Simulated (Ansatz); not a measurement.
Consider Sn in the diamond structure (space group Fd-3m, No. 227; a = 6.5665 Å). Axes: x, y, z lie along the cube axes.

Method: r2SCAN (Ansatz, a program for electronic structure), spin-orbit coupling left out.

For the base:

| Quantity | Result |
|---|---|
| Pressure | 0.0 GPa |

Perturbation: uniaxial strain ε_zz = +3.00 %, all other strain components held at zero; the atoms relax in the strained cell.

Predict the new pressure and energy relative to the base.

The pressure (mean of the normal stresses, compression positive) goes from zero to -1.2 GPa; the energy grows by 6.3 meV/atom.

Stability against distortions was not tested.
